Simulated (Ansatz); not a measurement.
A working Ansatz (a first-principles code) input for Sn₄Pd (Ccce, 10 atoms in the cell) (DFT, LDA (PW92), plane waves, default PAW files made with PBE):

Ansatz 0.2 input:
```yaml
crystal:
  lattice:
    - [3.27624900, -5.82102900, 0.00000000]
    - [3.27624900, 5.82102900, 0.00000000]
    - [0.00000000, 0.00000000, 6.49848400]
  atoms:
    - { symbol: Sn, position_ang: [5.44663291, -1.47493233, 5.39439157] }
    - { symbol: Sn, position_ang: [1.10586509, 1.47493233, 5.39439157] }
    - { symbol: Sn, position_ang: [5.44663291, 1.47493233, 1.10409243] }
    - { symbol: Sn, position_ang: [1.10586509, -1.47493233, 1.10409243] }
    - { symbol: Sn, position_ang: [4.38211409, 1.47493233, 4.35333443] }
    - { symbol: Sn, position_ang: [2.17038391, -1.47493233, 4.35333443] }
    - { symbol: Sn, position_ang: [4.38211409, -1.47493233, 2.14514957] }
    - { symbol: Sn, position_ang: [2.17038391, 1.47493233, 2.14514957] }
    - { symbol: Pd, position_ang: [3.27624900, 0.00000000, 0.00000000] }
    - { symbol: Pd, position_ang: [0.00000000, 0.00000000, 3.24924200] }
kpoints:
  mp_grid: { grid: [4, 4, 3] }
hamiltonian:
  xc: lda
  pseudopotentials: { kind: paw }
scf:
  occupations: { method: cold, width: 0.272 }
output:
  forces: true
  eigenvalues: true
  stress: true
```

The run converged in 8 iterations: free energy E − TS (on the zero of these files) -60727.9520 eV; Fermi level (on the code's own zero) 11.48 eV; pressure -5.43 GPa; largest force (vector length) 0.258 eV/Å. Each of these slips is then made, one at a time:

(1)
```diff
-  mp_grid: { grid: [4, 4, 3] }
+  mp_grid: { grid: [1, 1, 1] }
```

(2)
```diff
+  max_iter: 40
+  convergence: { dr2_threshold: 1.0e-22 eV }
```

How does each altered input end?


(1) A single k-point for a small metallic cell. The run converged in 9 iterations without an error; against the sound input the free energy drops by 337 meV/atom, the pressure goes from -5.43 to -5.11 GPa and the largest force goes from 0.258 to 1.805 eV/Å.

(2) A threshold far tighter than needed, beside a limit on iterations. The run converged in 22 iterations, and against the sound input the free energy is nearly the same (within 1 meV/atom), the pressure stays at -5.43 GPa and the largest force stays at 0.258 eV/Å. It cost iterations: the sound input took 8.

The starting cell comes from a database of published, mostly measured structures (it also holds non-ambient and calculated ones), without a prior relaxation at this level. Its lattice was rescaled by a random factor within 2.5 % of one. Spin polarisation is off. In the base run, with a pressure of about -5 GPa the cell is away from its equilibrium volume at this level. Ansatz's pressure includes its estimate of the finite-basis (Pulay) stress.

Left out of this page: 2 runs of the series outside the window shown, repeating another row's setting, or not comparable; 1 run of the series unsound by tests on forces, stress, charge or solver warnings; 1 run of the series stopped by limits of time or memory.
